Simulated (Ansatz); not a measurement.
TiO2: response to strain

Take TiO$_{2}$ in the anatase structure (space group I4_1/amd, No. 141) as the base.

```xyz
6
Lattice="-1.8889 1.8889 4.7919 1.8889 -1.8889 4.7919 1.8889 1.8889 -4.7919" Properties=species:S:1:pos:R:3 pbc="T T T"
Ti     0.0000     0.0000     4.7919
Ti     1.8889     0.0000     2.3959
O      0.0000     0.0000     2.8055
O      1.8889     0.0000     0.4095
O      1.8889     0.0000     4.3824
O      0.0000     0.0000     6.7783
```

Cartesian axes are those of the cell as printed.

Strains are applied to the cell and any free atomic positions relax; under biaxial strain the out-of-plane vector relaxes too; under stress the whole cell relaxes.

The values are results of r2SCAN/PAW in Ansatz (a first-principles code), scalar-relativistic without spin-orbit coupling, not measurements.

Notes on the quantities. energy relative to the base: free energy F.

```csv
change,band gap,gap character,energy relative to the base,space group,volume per atom
base,2.53 eV,–,0 meV/atom,I4_1/amd (No. 141),11.40 Å³
"biaxial strain −4.23 %, plane normal [001], relaxed out of plane",2.98 eV,–,+38 meV/atom,I4_1/amd (No. 141),11.19 Å³
uniaxial strain ε_xx = +1.37 %,?,"indirect, k = (0, 0, 0.417) in the run's primitive reciprocal basis → Γ",?,Imma (No. 74),11.55 Å³
uniaxial strain ε_xx = +3.72 %,2.45 eV,"indirect, k = (0, 0, 0.417) in the run's primitive reciprocal basis → Γ",+16 meV/atom,Imma (No. 74),11.82 Å³
uniaxial strain ε_xx = +5.27 %,2.43 eV,"indirect, k = (0, 0, 0.417) in the run's primitive reciprocal basis → Γ",+30 meV/atom,Imma (No. 74),12.00 Å³
uniaxial strain ε_zz = +4.62 %,2.62 eV,–,+15 meV/atom,I4_1/amd (No. 141),11.93 Å³
"uniaxial stress, 1 GPa compression along x",2.55 eV,"indirect, Γ–T (87 % along) → Γ",+0.1 meV/atom,Imma (No. 74),11.39 Å³
"uniaxial stress, 2 GPa compression along x",2.56 eV,"indirect, Γ–T (87 % along) → Γ",+0.6 meV/atom,Imma (No. 74),11.38 Å³
"uniaxial stress, 5 GPa tension along x",2.47 eV,"indirect, k = (0, 0, 0.417) in the run's primitive reciprocal basis → Γ",+3.7 meV/atom,Imma (No. 74),11.46 Å³
```

Q: What belongs in the blanks?

A: 
- uniaxial strain ε_xx = +1.37 %, band gap: 2.49 eV
- uniaxial strain ε_xx = +1.37 %, energy relative to the base: +2.3 meV/atom

Stability under load was not tested beyond the relaxation. All final runs are without spin polarisation. k-point labels follow each cell's own Brillouin zone.
